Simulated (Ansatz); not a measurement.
Bulk modulus of Ta (model structure, from the fcc type, Fm-3m, No. 225) at several levels of theory

No measured value is used here.

| level (code) | value (GPa) | cell (Å³/atom) |
|---|---|---|
| LDA (Ansatz) | 212 | 17.75 |
| PBEsol (Ansatz) | 202 | 18.21 |
| r²SCAN (Ansatz) | 198 | 18.63 |

Density-functional levels without +SOC have no spin–orbit coupling. LDA, PBEsol, r²SCAN: the bulk modulus is −V dP/dV from two relaxed cells at ±2 % in volume. Each level is taken at its own relaxed cell. Cutoffs differ between the levels. Ansatz's density-functional and Hartree–Fock values are scalar-relativistic unless marked +SOC, with PAW data made under PBE.

A model structure was made by putting elements into a prototype or built by hand; it is no filed structure, need not be a known phase, and can be a saddle point held by its symmetry.

Ansatz is a program for electronic structure.
